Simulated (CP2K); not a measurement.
CP2K run on a sheet of PbO (4 atoms in the cell): self-consistent single point.

Level of theory: PBE, GPW, DZVP-MOLOPT-SR-GTH basis, GTH-PBE potentials (GTH_POTENTIALS) in CP2K 2026.2.

The change in words: lattice scaled in the plane by 0.98. Reference geometry:
```yaml
crystal:
  lattice:
    - [3.91851, 0.00000, 0.00000]
    - [0.00000, 3.91851, 0.00000]
    - [0.00000, 0.00000, 16.36593]
  atoms:
    - { symbol: Pb, position: [0.50000, 0.00000, 0.57228] }
    - { symbol: Pb, position: [0.00000, 0.50000, 0.42772] }
    - { symbol: O, position: [0.00000, 0.00000, 0.50000] }
    - { symbol: O, position: [0.50000, 0.50000, 0.50000] }
```

Reference input (self-consistent single point, DFT PBE, GPW, DZVP-MOLOPT-SR-GTH basis, GTH-PBE potentials (GTH_POTENTIALS)): CUTOFF = 450 Ry; REL_CUTOFF = 50 Ry; SMEAR/METHOD = GAUSSIAN; SIGMA = 0.1 eV; KPOINTS/SCHEME = MONKHORST-PACK 6 6 1; GAMMA_CENTERED = T; XC_FUNCTIONAL = PBE; Pb/BASIS_SET = DZVP-MOLOPT-SR-GTH; Pb/POTENTIAL = GTH-PBE-q4; O/BASIS_SET = DZVP-MOLOPT-SR-GTH; O/POTENTIAL = GTH-PBE-q6; METHOD = GPW. This run's input differs from it in these lines:

```diff
@@ -64,3 +64,3 @@
     &CELL
-      ABC 3.91851200 3.91851200 16.36593400
+      ABC 3.84014200 3.84014200 16.36593400
       ALPHA_BETA_GAMMA 90.00000000 90.00000000 90.00000000
```

The program printed (abridged):

```
 SCF WAVEFUNCTION OPTIMIZATION

  Step     Update method      Time    Convergence         Total energy    Change
     1 NoMix/Diag. 0.30E+00      -     0.54404238       -39.1960674809 -3.92E+01
     2 Broy./Diag. 0.30E+00      -     0.26933327       -34.7618649674  4.43E+00
     3 Broy./Diag. 0.30E+00      -     0.15043053       -38.1170232377 -3.36E+00
     4 Broy./Diag. 0.30E+00      -     0.01921967       -39.1697591294 -1.05E+00
     5 Broy./Diag. 0.30E+00      -     0.03840700       -38.8239681095  3.46E-01
     6 Broy./Diag. 0.30E+00      -     0.00504294       -39.1766451833 -3.53E-01
   [... 19 lines left out ...]
    26 Broy./Diag. 0.30E+00      -     0.00000025       -39.2101554537 -3.32E-06
    27 Broy./Diag. 0.30E+00      -     0.00000058       -39.2101549390  5.15E-07
    28 Broy./Diag. 0.30E+00      -     0.00000014       -39.2101531014  1.84E-06
    29 Broy./Diag. 0.30E+00      -     0.00000005       -39.2101523402  7.61E-07
  *** SCF run converged in    29 steps ***

  Overlap energy of the core charge distribution:               0.00000000627185
  Self energy of the core charge distribution:                -97.67109162644164
  Core Hamiltonian energy:                                     26.86990881550015
  Hartree energy:                                              40.73196320548856
  Exchange-correlation energy:                                 -9.14093274098679
  Smearing free energy correction:                             -0.00000000000000
  Fermi energy:                                                -0.02678637430275

  Total energy:                                               -39.21015234016787
  Total energy (extrapolated to sigma->0):                    -39.21015234016787

   [... lines left out ...]

 STRESS| Analytical stress tensor [bar]
 STRESS|                        x                   y                   z
 STRESS|      x        4.22591561290E+04   7.68511766686E-05  -8.91805069043E-05
 STRESS|      y        7.68511766686E-05   4.22591561289E+04  -8.53373436266E-05
 STRESS|      z       -8.91805069043E-05  -8.53373436266E-05   2.64580601422E+04
 STRESS| 1/3 Trace                                             3.69921241334E+04
```

The run converged in 29 iterations. Against the reference run the free energy rises by 52.8 meV/atom, the largest force goes from 1.074 to 1.674 eV/Å and the gap on the mesh goes from 2.813 to 3.035 eV.

The starting cell was generated: these elements placed on a structure prototype, without a prior relaxation; it need not be a known phase or ordering of this composition. Its lattice was rescaled in the plane by a random factor within 2.5 % of one. For this run, on top of that: lattice scaled in the plane by 0.98. Spin-orbit coupling is off. Values carry the incompleteness of an atom-centred basis. Forces in this geometry exceed 1 eV/Å.

Cost on one core of a shared machine: roughly 30 s.
